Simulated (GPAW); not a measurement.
Input and output of a self-consistent single point for ZrGa₅Co (P4/mmm, 7 atoms in the cell) (GPAW).

Method of the run: PBEsol, GPAW PAW datasets PBEsol (made by gpaw-setup) (plane waves; GPAW 25.7.0).

The change in words: lattice scaled by 0.98. Reference geometry:
```yaml
crystal:
  lattice:
    - [4.10605, 0.00000, 0.00000]
    - [0.00000, 4.10605, 0.00000]
    - [0.00000, 0.00000, 6.57231]
  atoms:
    - { symbol: Zr, position: [0.00000, 0.00000, 0.00000] }
    - { symbol: Ga, position: [0.00000, 0.50000, 0.30543] }
    - { symbol: Ga, position: [0.00000, 0.50000, 0.69457] }
    - { symbol: Ga, position: [0.50000, 0.00000, 0.30543] }
    - { symbol: Ga, position: [0.50000, 0.00000, 0.69457] }
    - { symbol: Ga, position: [0.50000, 0.50000, 0.00000] }
    - { symbol: Co, position: [0.00000, 0.00000, 0.50000] }
```

Reference input (self-consistent single point, DFT PBEsol, plane waves, GPAW PAW datasets PBEsol (made by gpaw-setup)): mode = pw; ecut = 800 eV; xc = PBEsol; kpts = 5 5 3; mesh shift (steps) = 0 0 0; occupations.name = fermi-dirac; occupations.width = 0.1 eV; nbands = -13; convergence.forces = 0.001 eV/Å; symmetry.symmorphic = false; symmetry.tolerance = 0.0005; maxiter = 120. This run's input differs from it in these lines:

```diff
@@ -5,5 +5,5 @@
 atoms = Atoms(['Zr', 'Ga', 'Ga', 'Ga', 'Ga', 'Ga', 'Co'],
-              cell=[[4.106050, 0.000000, 0.000000],
-                    [0.000000, 4.106050, 0.000000],
-                    [0.000000, 0.000000, 6.572310]],
+              cell=[[4.023929, 0.000000, 0.000000],
+                    [0.000000, 4.023929, 0.000000],
+                    [0.000000, 0.000000, 6.440864]],
               scaled_positions=[[0.000000, 0.000000, 0.000000],
```

Output (repeated stretches shortened):

```
     iter     time        total  log10-change:
                         energy   eigst   dens  force
iter:   1 --:--:--   -39.474935
iter:   2 --:--:--   -37.805415   -0.45  -0.99
iter:   3 --:--:--   -37.588508   -0.84  -1.02
iter:   4 --:--:--   -40.588070   -0.42  -1.10
iter:   5 --:--:--   -37.777866   -1.29  -1.08
   [... 2 lines left out ...]
iter:   8 --:--:--   -37.614217   -0.21  -0.99
iter:   9 --:--:--   -36.856529   -2.06  -1.48
iter:  10 --:--:--   -36.780507   -2.00  -1.85
iter:  11 --:--:--   -36.772759   -3.73  -2.03
iter:  12 --:--:--   -36.763541c  -3.68  -2.06
iter:  13 --:--:--   -36.756023c  -3.04  -2.15
iter:  14 --:--:--   -36.746214c  -3.27  -2.44
iter:  15 --:--:--   -36.746182c  -4.60  -2.90
iter:  16 --:--:--   -36.746057c  -4.47  -2.93
iter:  17 --:--:--   -36.745919c  -5.24  -3.19
iter:  18 --:--:--   -36.745863c  -5.11  -3.30
iter:  19 --:--:--   -36.745808c  -5.56  -3.37
iter:  20 --:--:--   -36.745808c  -6.62  -3.84
iter:  21 --:--:--   -36.745818c  -6.78  -3.87
iter:  22 --:--:--   -36.745816c  -7.29  -4.15c
iter:  23 --:--:--   -36.745816c  -8.36c -4.44c
iter:  24 --:--:--   -36.745815c  -8.46c -4.53c -3.04c
Converged after 24 iterations.

Dipole moment: (0.000000, 0.000000, -0.000000) |e|*Ang

Energy contributions relative to reference atoms: (reference = -399928.888340)

Kinetic:       +121.747882
Potential:      -98.832864
External:        +0.000000
XC:             -59.991838
Entropy (-ST):   -0.123740
Local:           +0.392876
SIC:             +0.000000
--------------------------
Free energy:    -36.807685
Extrapolated:   -36.745815

Showing only first 2 kpts
 Kpt  Band  Eigenvalues  Occupancy
  0    16      9.43949    1.19884
  0    17      9.43949    1.19884
  0    18     10.44760    0.00013
  0    19     10.55545    0.00004

  1    16      9.39743    1.39002
  1    17      9.39743    1.39002
  1    18      9.86292    0.04245
  1    19     10.44204    0.00013

Fermi level: 9.47980

No gap
   [... lines left out ...]
  1 Ga    0.00000    0.00000   -0.32091
  2 Ga    0.00000    0.00000    0.32091
  3 Ga    0.00000    0.00000   -0.32091
  4 Ga    0.00000    0.00000    0.32091
  5 Ga   -0.00000    0.00000    0.00000
  6 Co    0.00000    0.00000    0.00000

Stress tensor:
    -0.044256     0.000000     0.000000
     0.000000    -0.044256     0.000000
     0.000000     0.000000    -0.056895
Stress (GPa, Voigt): [-7.0906 -7.0906 -9.1156  0.      0.      0.    ]
```

The run converged in 24 iterations. GPAW prints stress with tension positive. Against the reference run the free energy goes up by 19.5 meV/atom, the pressure goes from -0.65 to 7.77 GPa and the largest force goes from 0.157 to 0.321 eV/Å.

The starting cell comes from a database of computed structures (which also holds hypothetical and non-ambient phases and stackings), without a prior relaxation at this level. For this run, on top of that: lattice scaled by 0.98. Spin polarisation is off. With a pressure of about 8 GPa the cell is away from its equilibrium volume at this level.

Cost on one core of a shared machine: roughly 80 s.
